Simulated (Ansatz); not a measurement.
CsCl-type RuAl, relaxed in Ansatz (plane waves) with several semilocal functionals. Each gives its own volume and its own bulk modulus:

```
level   V0 (Å³/atom)  bulk modulus B0 (GPa)   ln V0   ln B0
------  ------------  ---------------------  ------  ------
LDA           12.883                  231.8  2.5559  5.4459
PBEsol        13.179                  219.4  2.5786  5.3909
PBE           13.550                  203.5  2.6064  5.3157
```

### Question
Fit a straight line to ln B0 against ln V0. What does it predict for r²SCAN, whose volume is 13.261 Å³/atom?

### Answer
With x = ln V0 and y = ln B0: means 2.58030 and 5.38417; Σ(Δx Δy) = -0.003305, Σ(Δx²) = 0.001279, so the slope is -2.58. At x = 2.5848 the line gives y = 5.38417 + (-2.58) × (2.5848 − 2.58030) = 5.3726, or 215.4 GPa. The run with r²SCAN gives 220.9 GPa, +2.6 % from the line. The rows used scatter about it by up to 0.2 %, while the largest value lies 14 % above the smallest. For comparison, PBE's own equation of state has B′ = 4.4, the slope −d ln B/d ln V at a fixed functional; the two needn't agree, since functionals also differ at one volume.

Ansatz's density-functional and Hartree–Fock values are scalar-relativistic unless marked +SOC, with PAW data made under PBE.

Ansatz is a program for electronic structure.
